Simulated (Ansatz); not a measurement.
Ansatz (a first-principles code), DFT, PBE, plane waves, its default PAW files: Al(100) slab of 6 layers, 2x2, O adatom, atoms displaced (Al24O), unrelaxed, 25 atoms. Basis and mesh were picked for this test and aren't claimed converged.

```yaml
cell: 5.73, 5.73, 21.73 Å; 90, 90, 90°
distance_to_the_nearest_atom: 2.04 to 2.83 Å
task: single point
k mesh: 4×4×1
hamiltonian.xc: pbe
kind_of_files: paw
scf.occupations.method: fermi_dirac
scf.occupations.width: 0.1 eV
scf.initial_density.chi_scale: 0.1
output.forces: true
binding of workers (--pin): off
k-point pools (--kpoint-pools): 1
memory maximum (--max-ram): 8GiB
accuracy: medium (default)
basis.precision: auto (default)
basis.xc_grid: 2 (default)
scf.eigensolver.kind: auto (default)
scf.convergence.dr2_threshold: 1e-07 (default)
scf.lower_state_search: light (default)
k-points after symmetry: 10
bands_at_the_start: 64
electrons: 78
plane waves at Γ: 13949
cutoff (eV): 420
FFT grid: 40×40×150
symmetry_operations: 1
```

One run each.

All on 4 threads. Base settings, kept where nothing else is said: scf.mixing.algorithm = auto (default), scf.mixing.preconditioner = auto (default), scf.algorithm = auto (default) (scf.mixing.beta, scf.mixing.ndim, scf.mixing.q_tf not set). The settings tried:…
- scf.mixing.algorithm = anderson
- scf.mixing.algorithm = anderson, scf.mixing.ndim = 1
- scf.mixing.algorithm = broyden, scf.mixing.preconditioner = none
- scf.mixing.preconditioner = none
- scf.mixing.algorithm = broyden, scf.mixing.preconditioner = kerker
- scf.mixing.algorithm = broyden
- scf.mixing.preconditioner = ldos
- scf.mixing.algorithm = anderson, scf.mixing.ndim = 16
- scf.mixing.ndim = 16
- scf.mixing.preconditioner = kerker
- scf.algorithm = direct_min
- scf.mixing.algorithm = broyden, scf.mixing.beta = 0.1
- scf.mixing.algorithm = msr1
- scf.mixing.preconditioner = kerker_dos
- scf.mixing.preconditioner = local_kerker
- scf.mixing.algorithm = broyden, scf.mixing.beta = 0.3
- scf.mixing.algorithm = anderson, scf.mixing.ndim = 4
- the base settings
- scf.mixing.algorithm = broyden, scf.mixing.beta = 1
- scf.mixing.algorithm = broyden, scf.mixing.beta = 0.7
- scf.mixing.ndim = 4
- scf.mixing.algorithm = broyden, scf.mixing.preconditioner = kerker, scf.mixing.q_tf = 1.5 1/Å
- scf.mixing.algorithm = broyden, scf.mixing.preconditioner = kerker, scf.mixing.q_tf = 0.5 1/Å

Q: Name the extremes by SCF iterations: fewest, most, and any that don't converge.

A: Fewest SCF iterations: scf.algorithm = direct_min (9). Most among those that reach the base run's result: scf.mixing.algorithm = broyden, scf.mixing.beta = 0.1 (44); scf.mixing.algorithm = anderson, scf.mixing.ndim = 1 (41). All converged. In the base run the program took: scf.mixing.algorithm MSR1, scf.mixing.preconditioner LDOS, scf.eigensolver.kind band_cg, --slots 4.

| setting | SCF iterations | applications of H to a band | end |
|---|---|---|---|
| scf.algorithm = direct_min | 9 | 120982 | converged |
| scf.mixing.ndim = 4 | 14 | 60874 | converged |
| scf.mixing.algorithm = anderson, scf.mixing.ndim = 4 | 15 | 65030 | converged |
| the base settings | 16 | 63214 | converged |
| scf.mixing.algorithm = msr1 | 16 | 63214 | converged |
| scf.mixing.preconditioner = ldos | 16 | 63214 | converged |
| scf.mixing.algorithm = broyden, scf.mixing.beta = 0.7 | 16 | 53665 | converged |
| scf.mixing.ndim = 16 | 18 | 64567 | converged |
| scf.mixing.algorithm = broyden, scf.mixing.beta = 0.3 | 19 | 38710 | converged |
| scf.mixing.preconditioner = local_kerker | 20 | 55759 | converged |
| scf.mixing.algorithm = broyden, scf.mixing.preconditioner = kerker, scf.mixing.q_tf = 0.5 1/Å | 20 | 58306 | converged |
| scf.mixing.algorithm = anderson, scf.mixing.ndim = 16 | 21 | 68213 | converged |
| scf.mixing.algorithm = broyden, scf.mixing.preconditioner = none | 22 | 85740 | converged |
| scf.mixing.preconditioner = none | 23 | 80476 | converged |
| scf.mixing.preconditioner = kerker | 23 | 45389 | converged |
| scf.mixing.algorithm = broyden, scf.mixing.preconditioner = kerker, scf.mixing.q_tf = 1.5 1/Å | 23 | 46671 | converged |
| scf.mixing.algorithm = broyden | 24 | 67446 | converged |
| scf.mixing.algorithm = anderson | 24 | 69902 | converged |
| scf.mixing.algorithm = broyden, scf.mixing.beta = 1 | 24 | 67446 | converged |
| scf.mixing.preconditioner = kerker_dos | 25 | 46878 | converged |
| scf.mixing.algorithm = broyden, scf.mixing.preconditioner = kerker | 28 | 47120 | converged |
| scf.mixing.algorithm = anderson, scf.mixing.ndim = 1 | 41 | 265624 | converged |
| scf.mixing.algorithm = broyden, scf.mixing.beta = 0.1 | 44 | 94583 | converged |

An iteration's cost differs between solvers, so these counts don't give the time.

Keys are those of Ansatz 0.2.
